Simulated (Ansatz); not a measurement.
Rock-salt CeN, treated with PBEsol in Ansatz (PAW).

Numerical settings: plane-wave cutoff 500 eV, 14×14×14 k mesh, Fermi–Dirac smearing 0.05 eV, no spin polarisation, scalar-relativistic PAW data made under PBE.

Computed at the level's own relaxed cell.

Problem. Predict the equilibrium volume per atom and equilibrium lattice constant a.

Solution. 
* **equilibrium volume per atom**: 15.54 Å³/atom
* **equilibrium lattice constant a**: 4.991 Å

Note: the run has no spin polarisation, so it can have missed a magnetic state; the 4f shell is treated without U or exact exchange, so its levels and filling can be wrong.

Spin–orbit coupling is not included.

Static lattice: no zero-point or thermal effects.

The result took roughly 24 core-seconds.

Ansatz is an electronic-structure program.
